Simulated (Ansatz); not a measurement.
Base system: W in the bcc (W type) structure (space group Im-3m, No. 229; relaxed with 0.1 eV smearing).

```
CELL_PARAMETERS angstrom
     -1.58442     1.58442     1.58442
      1.58442    -1.58442     1.58442
      1.58442     1.58442    -1.58442
ATOMIC_POSITIONS crystal
  W  0.00000 0.00000 0.00000
```

Cartesian axes are those of the cell as printed.

The values are results of Ansatz (a program for electronic structure), r2SCAN, PAW, cutoff 500 eV, no SOC, not measurements.

Base values:

- Shortest interatomic distance = 2.744 Å
- Band gap = zero

Perturbation: strain tensor (xx, yy, zz, yz, xz, xy) = (+0.36, −2.30, −0.50, +1.43, +0.75, +1.38) %; the atoms relax in the strained cell.

Task: Estimate the effect on the shortest interatomic distance, energy relative to the base, stress and band gap.

Result: The shortest interatomic distance falls by 0.059 Å, from 2.744 Å to 2.685 Å; the energy increases by 30 meV/atom; the stress (xx, yy, zz, yz, xz, xy; compression positive) is (4.7, 14.3, 7.6, -4.4, -2.1, -4.3) GPa; the band gap is still zero.

No phonon test of stability was made. The final runs are not spin-polarised.
